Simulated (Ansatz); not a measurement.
Ansatz (an electronic-structure program), DFT, HSE06, plane waves, its default PAW files: diamond-structure Si, 2 atoms. Basis and mesh were picked for this test and aren't claimed converged.

Ansatz 0.2 input:
```yaml
crystal:
  lattice:
    - [0.0, 2.7155, 2.7155]
    - [2.7155, 0.0, 2.7155]
    - [2.7155, 2.7155, 0.0]
  atoms:
    - { symbol: Si, position: [0.0, 0.0, 0.0] }
    - { symbol: Si, position: [0.25, 0.25, 0.25] }
kpoints:
  mp_grid: { grid: [8, 8, 8] }
hamiltonian:
  xc: hse06
  pseudopotentials: { kind: paw }
scf:
  occupations: { method: fixed }
  exx: { build: pair_densities, ecutfock_ratio: 2 }
output:
  forces: true
```

```bash
OMP_NUM_THREADS=88 ANSATZ_TIMINGS=1 ansatz run --backend cpu --threads 88 --max-ram 200GiB --events-out run.ndjson --runs-dir run.runs --progress --plain run.yaml
```

The program reports k-points after symmetry: 29, bands at the start: 8, electrons: 8, plane waves at Γ: 749, cutoff (eV): 420, FFT grid: 27×27×27, symmetry operations: 48.

It runs on a single node (Arm Neoverse V2, 96 cores on 1 socket, no SMT, 1 L3 cache group).

On 88 threads this takes 21 s. Times are wall-clock medians of two to five runs, from launch to exit, with nothing else on the machine. Processes are pinned to neighbouring cores unless said otherwise. Build: release build for Arm (Neoverse V2), one process with threads. Other compilers and libraries give other times. Scratch files lie in a memory file system.

Problem. Make this run faster without changing its result beyond 1.0 meV/atom in energy. Keep to 88 cores.

Solution. Several could match; the one computed here: going from scf.exx.build = pair_densities, scf.exx.ecutfock_ratio = 2 to scf.exx.build = auto (default), scf.exx.ecutfock_ratio = not set, one of the fastest of the measured ones that keep the result.

```diff
-  exx: { build: pair_densities, ecutfock_ratio: 2 }
```

Time: 21 s to 1.4 s (15× as fast). These two results differ by: energy under 0.001 meV/atom. Others tried: scf.exx.energy_threshold = 0.001 eV, scf.exx.build = auto (default), scf.exx.ecutfock_ratio = not set (1.4 s); scf.exx.build = auto_tight, scf.exx.ecutfock_ratio = not set (1.4 s); scf.exx.energy_threshold = 1e-07 eV, scf.exx.build = auto (default), scf.exx.ecutfock_ratio = not set (1.4 s); scf.exx.build = auto (default), scf.exx.warmup_dr2_ratio = 0.1, scf.exx.ecutfock_ratio = not set (1.4 s); scf.exx.build = pair_densities, scf.exx.ecutfock_ratio = 1 (20 s); scf.exx.build = pair_densities, scf.exx.ecutfock_ratio = 4 (21 s); scf.exx.build = pair_densities, scf.exx.ecutfock_ratio = not set (21 s). Launch, exit and the like take 0.37 s of the 1.4 s.
